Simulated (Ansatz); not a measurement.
Cu on the 1x1 (111) surface of fcc Au (the real clean face reconstructs), one in a 2x2 cell, energies for each (29.9 Å²). Energies are against an atom of fcc Cu, without zero-point or thermal terms; each row is named by its start.

All values below come from PBE (plane waves to 420 eV, PAW; Ansatz, a first-principles code).

Slab: 17 atoms, 7.2 Å thick at the start under the adsorbate (thin: gaps and levels are the slab's own); k 6x6x1, smearing 0.1 eV, dipole-corrected; 8 atoms held, the rest relaxed; each run with such symmetry as its start has; no spin, no spin-orbit, no U, no dispersion correction.

A negative adsorption energy means that the adsorbate is more stable on the surface than in its reference. Starts that drift may end in the same place. Heights count from the host atoms within 0.3 Å of the top one.

| starting site | E_ads (eV) | height (Å) | nearest host atom (Å) | bonded to | Δ work function (eV) | lateral drift (Å) |
|---|---|---|---|---|---|---|
| top Au | 1.81 | 2.17 | Au 2.39 | Au | -1.19 | 0.0 |
| hollow Au-Au-Au over Au at depth 2.4 Å | 1.04 | 1.84 | Au 2.54 | 3 Au | -1.11 | 0.0 |
| hollow Au-Au-Au over Au at depth 4.8 Å | 1.02 | 1.84 | Au 2.53 | 3 Au | -1.12 | 0.0 |
| bridge Au-Au (span 2.9 Å) | 1.02 | 1.85 | Au 2.53 | 3 Au | -1.12 | 0.8 |
